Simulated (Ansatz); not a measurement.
Checking a run of Ansatz (a program for electronic structure) on Mg₆VGa (Amm2, 8 atoms in the cell). The aim is a self-consistent single point with DFT, PBEsol, plane waves, PAW files made with PBE.

Cell that was meant: a = 4.9366 Å, b = 6.1782 Å, c = 6.1782 Å, α = 60.29°, β = 90.00°, γ = 90.00°.

Part of the input:

```yaml
crystal:
  lattice:
    - [2.612342, 0.000000, 0.000000]
    - [0.000000, 1.641968, 2.827161]
    - [0.000000, -1.641968, 2.827161]
  atoms:
    - { symbol: Mg, position: [0.000000, 0.339060, 0.828860] }
    - { symbol: Mg, position: [0.000000, 0.828860, 0.339060] }
```

Log, with long lists cut:

```
WARN basis.ecutwfc = 420 eV, the default
WARN ansatz: RAYON_NUM_THREADS=1 ignored (pool sized by the plan → 1); use --threads N
   [... lines left out ...]
PAW frozen core: Ga, regenerated for the run's functional, and the local potential with it
Initial density: superposition of atomic densities (chi_scale 0.1, normalization cell, long waves kept (reshape's long-wave potential 0.00 eV rms))
Starting moments: Σ|m| = 2 μB on 1 of 8 sites
Initial wavefunctions: pseudopotential atomic-orbital guess
Eigensolver: davidson
Functional: x = pbesol(κ = 0.804, μ = 0.12345679012345678), c = pbesol(β = 0.046)
SCF iter   1: F=—  HF=-17737.621778 eV  |F-HF|=—  |Δ(HF+E_count)|=         —  Δρ=2.23e-1 (↑1.67e-1 ↓2.23e-1)  dr2=1.32e1  dr2_m=2.09e0  M=0.275 μB ∫|m|=0.287 μB  β_m=0.30  ethr=3.10e-3  ⟨swp⟩=12.8  Hψ=11990  notcnv=0  defer=22
Mixer restart at iter 1: flushing history
all-band conjugate gradients solve this SCF's bands
preconditioner: auto → Kerker (q_TF=auto, 3.369 Å⁻¹)
   [... lines left out ...]
SCF iter  20: F=—  HF=-17805.766918 eV  |F-HF|=—  |Δ(HF+E_count)|=   1.22e-9  S|Δr|=    0.00e0  Δρ=1.33e-6 (↑1.11e-6 ↓1.33e-6)  dr2=4.04e-10  dr2_m=2.33e-10  M=0.000 μB ∫|m|=0.000 μB  β_m=0.91  ethr=3.94e-12  ⟨swp⟩=4.9  Hψ=5540  notcnv=0
SCF iter  21: F=-17805.766918 eV  HF=-17805.766918 eV  |F-HF|=4.37e-11  |Δ(HF+E_count)|=  2.98e-10  S|Δr|=    0.00e0  Δρ=6.13e-7 (↑6.13e-7 ↓5.95e-7)  dr2=1.29e-10  dr2_m=4.28e-11  M=0.000 μB ∫|m|=0.000 μB  ethr=1.00e-12  ⟨swp⟩=4.5  Hψ=4487  notcnv=0
SCF 1 converged in 21 iterations: F = -17805.766918 eV  dr2 = 1.29e-10
Crystal: 8 atoms, lattice volume = 24.254 Å³
Initial density: read from a saved state, or passed on in memory by an earlier SCF of this step, an earlier step, the calling program or the single point that …
Starting moments: Σ|m| = 2 μB on 1 of 8 sites; this step starts from the density that it was given
Initial wavefunctions: those read from a saved state, or passed on in memory by an earlier step or the calling program
iter 1 solved again at ethr=6.66e-7 eV; its pass at ethr=3.10e-3 eV (dr2=5.73e-4 eV) is discarded
   [... lines left out ...]
preconditioner: auto → Kerker (q_TF=auto, 3.369 Å⁻¹)
spin=Collinear: Kerker preconditioning applied to the charge; magnetization (m = ρ↑ − ρ↓) channel mixes plain (no charge-response kernel on spin).
Crystal: 8 atoms, lattice volume = 24.254 Å³
preconditioner: auto → Kerker (q_TF=auto, 3.369 Å⁻¹)
spin=Collinear: Kerker preconditioning applied to the charge; magnetization (m = ρ↑ − ρ↓) channel mixes plain (no charge-response kernel on spin).
Crystal: 8 atoms, lattice volume = 24.254 Å³
preconditioner: auto → Kerker (q_TF=auto, 3.369 Å⁻¹)
spin=Collinear: Kerker preconditioning applied to the charge; magnetization (m = ρ↑ − ρ↓) channel mixes plain (no charge-response kernel on spin).
Crystal: 8 atoms, lattice volume = 24.254 Å³
preconditioner: auto → Kerker (q_TF=auto, 3.369 Å⁻¹)
   [... lines left out ...]
  atom   8  Ga    -0.00000000     0.00000000   -27.60547720
--- Stress (GPa, compression-positive) ---
     3292.081694       0.000000       0.000000
        0.000000    3116.793836       0.000000
        0.000000       0.000000    3174.273958
  P = ⅓ Tr σ = 3194.3832 GPa (31943.832 kbar)
  The stress holds the Pulay correction. Without it, at fixed plane waves, as pw.x and ABINIT print it: P = 3189.2695 GPa
```

Question: Can these results be used? Check the input.

Answer: The run is not sound. The fault is this: lattice multiplied by the bohr radius once too often. 1 bohr is 0.529 Å, so a mix-up scales every length by 1.89 or 0.529 and the volume by 6.75 or 0.148. To fix it, give the lengths in the unit that the key or card expects. The run converged, with 38 iterations in all over 2 SCF loops without an error; against the sound input the free energy rises by 36.7 eV/atom, the pressure goes from -1.35 to 3194 GPa, the largest force goes from 0.194 to 27.61 eV/Å and the size of the net moment goes from 0.36 to 0.00 μB/atom.

An input that runs soundly differs in these lines (not the only fix; some lines may just follow from the change or write a value another way):
```diff
-    - [2.612342, 0.000000, 0.000000]
-    - [0.000000, 1.641968, 2.827161]
-    - [0.000000, -1.641968, 2.827161]
+    - [4.936610, 0.000000, 0.000000]
+    - [0.000000, 3.102870, 5.342560]
+    - [0.000000, -3.102870, 5.342560]
```

With that input, the run converged in 14 iterations: free energy E − TS (on the zero of these files) -18099.7537 eV; Fermi level (on the code's own zero) 7.15 eV; pressure -1.35 GPa; largest force (vector length) 0.194 eV/Å; size of the cell's spin moment 2.88 μB (DFT, PBEsol, plane waves, PAW files made with PBE).

On the sound input: the starting cell comes from a database of computed structures (which also holds hypothetical and non-ambient phases and stackings), without a prior relaxation at this level. With one magnetic atom in the cell only a parallel order is possible. Ansatz's pressure includes its estimate of the finite-basis (Pulay) stress.

Keys are those of Ansatz 0.2.
